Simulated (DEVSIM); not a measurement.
System: n-channel Si planar bulk MOSFET with SiO2, at 300 K.

| Item | Result |
|---|---|
| Gate length | 65 nm |
| Source drain length | 52 nm |
| Dielectric thickness | 1.8 nm |
| Lateral straggle | 4.4 nm |
| Underlap | 0 nm |
| Junction depth | 31.5 nm |
| Substrate depth | 223 nm |
| Gate work function | 4.2 eV |
| Source and drain doping | 5.9e19 cm⁻³, Gaussian tails under the gate |
| Body doping | 9.2e17 cm⁻³ |
| Lifetime | 2e-7 s |
| Supply | 1.2 V |

All mobilities are scaled by 1; velocity saturation, μ/(1 + (μE/vsat)^b)^(1/b) with b = 2 for electrons and 1 for holes and E the electric field along each mesh edge, is on. Mobility is constant in doping.

Constants are typed, rounded textbook-type inputs, not results; the design itself was drawn at random and stands for no fabricated device. Values at 300 K.

Si: gap (eV) 1.124, affinity (eV) 4.05, permittivity 11.7, Nc (cm⁻³) 2.86e19, Nv (cm⁻³) 3.1e19, μn (cm²/Vs) 1417, μp (cm²/Vs) 470, vsat,n (cm/s) 1e7, vsat,p (cm/s) 8.4e6. SiO2: gap (eV) 9, affinity (eV) 0.9, permittivity 3.9.

DEVSIM, 2D drift-diffusion, Boltzmann statistics, complete ionisation; no quantum confinement, tunnelling, impact ionisation, self-heating, contact resistance or fringe fields beside the gate. Metal contacts follow the ideal Schottky-Mott rule: no Fermi-level pinning, no interface dipoles.

Transfer curves, |Id| in μA/μm:

| Vg (V) | Vd = 0.05 V | Vd = 1.2 V |
|---|---|---|
| -0.3 | 6.601e-7 | 2.437e-5 |
| -0.24 | 3.743e-6 | 0.0001154 |
| -0.18 | 2.157e-5 | 0.0005710 |
| -0.12 | 0.0001257 | 0.002907 |
| -0.06 | 0.0007382 | 0.01510 |
| 0 | 0.004351 | 0.07949 |
| 0.06 | 0.02565 | 0.4195 |
| 0.12 | 0.1503 | 2.159 |
| 0.18 | 0.8576 | 9.996 |
| 0.24 | 4.473 | 35.10 |
| 0.3 | 18.18 | 84.36 |
| 0.36 | 49.82 | 152.4 |
| 0.42 | 97.36 | 232.1 |
| 0.48 | 154.6 | 318.8 |
| 0.54 | 217.2 | 410.2 |
| 0.6 | 283.0 | 505.1 |
| 0.66 | 350.6 | 602.3 |
| 0.72 | 419.2 | 701.3 |
| 0.78 | 488.2 | 801.8 |
| 0.84 | 557.3 | 903.5 |
| 0.9 | 625.9 | 1006 |
| 0.96 | 694.0 | 1110 |
| 1.02 | 761.4 | 1214 |
| 1.08 | 827.8 | 1318 |
| 1.14 | 893.1 | 1424 |
| 1.2 | 957.3 | 1529 |

**Question.** Work out the subthreshold swing at low drain bias from the rows at 0 and 0.06 V, and compare it with the thermal limit.

**Answer.** log10(0.02565/0.004351) = 0.770 over 60.0 mV, so S = 77.9 mV/decade. The limit kT/q ln 10 is 59.5 mV/decade; the ratio is 1.31. This is the steepest step of the table.

**Question.** Find both thresholds at the constant current 0.1 μA × (1 μm/L) a micrometre, and the DIBL.

**Answer.** The current is 1.54 μA/μm. Interpolating ln Id gives 0.201 V and 0.108 V; their difference over the 1.15 V of drain bias is 81 mV/V.

Source and drain are degenerate, where Boltzmann statistics are only rough. The electric field that drives the saturation includes the junctions' built-in field, which lowers the mobility there even at small currents: subthreshold currents come out too low, a known weakness of this choice.
